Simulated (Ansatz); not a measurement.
The reference is ZrO₂ (space group P2_1/c, No. 14).

```xyz
12
Lattice="5.1893 0.0000 0.0000 0.0000 5.2418 0.0000 -0.9034 0.0000 5.3026" Properties=species:S:1:pos:R:3 pbc="T T T"
Zr     1.2409     0.2298     1.1144
Zr     3.4967     2.8507     1.5369
Zr     3.0450     5.0120     4.1882
Zr     0.7892     2.3911     3.7657
O      0.0203     1.7095     1.8571
O      4.7173     4.3304     0.7943
O      4.2656     3.5323     3.4456
O     -0.4314     0.9114     4.5084
O      1.9114     3.9667     2.5202
O      2.8261     1.3458     0.1311
O      2.3744     1.2751     2.7824
O      1.4597     3.8960     5.1715
```

Cartesian axes are those of the cell as printed.

Method: PBE in Ansatz (plane waves to 420 eV, PAW, spin-orbit coupling left out), earlier PAW set.

Before the change:

```
Quantity                Value
-------------------  --------
Smallest direct gap   3.72 eV
Band gap              3.66 eV
Pressure             0.00 GPa
```

Perturbation: the cell is stretched by 5.80 % along y with no lateral relaxation, atoms relaxed at fixed cell.

Problem. How does this affect the smallest direct gap, band gap and pressure?

Solution. The smallest direct gap increases by 0.06 eV, from 3.72 eV to 3.78 eV; the band gap falls by 0.03 eV, from 3.66 eV to 3.63 eV; the pressure (mean of the normal stresses, compression positive) goes from zero to -8.82 GPa.

The cells carry an imposed strain or load. Stability against distortions was not tested.

Ansatz is a quantum-chemistry and plane-wave program.
